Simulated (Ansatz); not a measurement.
## A computed series for WS2: pressure series

The parent structure is WS$_{2}$ in the 2H-MoS2 type structure (space group P6_3/mmc, No. 194; layered, stacked along the Cartesian z axis).

```cif
data_S4W2
_chemical_formula_sum 'W2 S4'
_space_group_name_H-M_alt 'P 1'
_space_group_IT_number 1
_cell_length_a 3.11481
_cell_length_b 3.11481
_cell_length_c 11.77307
_cell_angle_alpha 90.000
_cell_angle_beta 90.000
_cell_angle_gamma 120.000
loop_
_space_group_symop_operation_xyz
  'x, y, z'
loop_
_atom_site_label
_atom_site_type_symbol
_atom_site_fract_x
_atom_site_fract_y
_atom_site_fract_z
_atom_site_occupancy
W1 W 0.33333 0.66667 0.25000 1
W2 W 0.66667 0.33333 0.75000 1
S1 S 0.33333 0.66667 0.61646 1
S2 S 0.66667 0.33333 0.11646 1
S3 S 0.66667 0.33333 0.38354 1
S4 S 0.33333 0.66667 0.88354 1
```

Cell and atoms are relaxed at each pressure.

Calculations: PBEsol-D3(BJ) in Ansatz (plane waves to 420 eV, PAW, scalar-relativistic without spin-orbit coupling).

Notes on the quantities. enthalpy: H = E + PV relative to the base's energy.

```csv
variant,enthalpy,band gap,lattice parameter a
base,–,0.65 eV,3.115 Å
pressure −2 GPa,-0.21 eV/atom,0.81 eV,3.132 Å
pressure −1 GPa,-0.10 eV/atom,0.72 eV,3.123 Å
pressure 1.8 GPa,+0.18 eV/atom,0.55 eV,3.101 Å
pressure 4.2 GPa,+0.42 eV/atom,0.44 eV,3.084 Å
pressure 9 GPa,+0.88 eV/atom,[?],3.053 Å
pressure 18 GPa,+1.71 eV/atom,zero,3.004 Å
pressure 30 GPa,+2.74 eV/atom,zero,[?]
pressure 45 GPa,+3.96 eV/atom,zero,2.891 Å
pressure 60 GPa,+5.12 eV/atom,zero,2.841 Å
```

Question: What belongs in the blanks?

Answer: 
- pressure 9 GPa, band gap: 0.26 eV
- pressure 30 GPa, lattice parameter a: 2.949 Å

A case with no gap was solved on a k-mesh chosen for an insulator, which is coarse for it. Spin-orbit coupling, missing from the scalar runs, can matter with W. Load acts through the strain it causes; cell and atoms are relaxed under it. Whether these cells are dynamically stable was not tested. Competing high-pressure phases were not computed. The final runs are not spin-polarised. The zero or small gap of WS2 under pressure 9 GPa, WS2 under pressure 18 GPa, WS2 under pressure 30 GPa and WS2 under pressure 45 GPa can change with the level of theory.

Ansatz is a program for electronic structure.
